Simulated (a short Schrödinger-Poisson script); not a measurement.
System: gated Al0.25Ga0.75As/GaAs δ-doped gas, at 77 K.

| layer | material | thickness (nm) | Na (cm⁻³) |
|---|---|---|---|
| 1 | Al0.25Ga0.75As | 10 | - |
| 2 | Al0.25Ga0.75As | 2 | - |
| 3 | GaAs | 6000 | 7e15 |

Constants are typed, rounded textbook-type inputs, not results; the design itself was drawn at random and stands for no fabricated device. Al0.25Ga0.75As: permittivity 12.19, conduction-band edge (eV) 0.198, gap (eV) 1.736, electron mass (mₑ) 0.0878, Nv at 300 K (cm⁻³) 9e18. GaAs: permittivity 12.9, conduction-band edge (eV) 0, gap (eV) 1.424, Nv at 300 K (cm⁻³) 9e18.

Channel valleys (confinement mass, in-plane density-of-states mass, number): Γ 0.067, 0.067, 1. At the gate the conduction-band edge of layer 1 lies 0.95 eV − eVg above the Fermi level of the channel; the field vanishes at the back. Sheet of ionised δ-doping: +2.8e12 e/cm² at 10 nm from the gate. The barrier under the gate holds no holes. Gaps are held at their typed values at every temperature. Mesh 0.08 nm at interfaces.

Solved with a short Schrödinger-Poisson script written for these runs: 1D Poisson equation in equilibrium, electrons quantum, Hartree (BenDaniel-Duke, 40 states a valley, the channel's in-plane mass for all, wave functions free to enter the barrier), parabolic valleys, classical holes, full ionisation, no traps, pinning or gate leakage.

### Question
List the lowest subbands of each valley and their electrons at Vg = 0.5 V.

### Answer
```tsv
valley	subband	energy from the Fermi level (meV)	electrons (cm⁻²)	share (%)
Γ	0	-4.2	1.96e11	99.8
Γ	1	41.5	3.59e8	0.2
Γ	2	77.1	1680000	0.0
```

All electrons: 1.96e11 cm⁻².
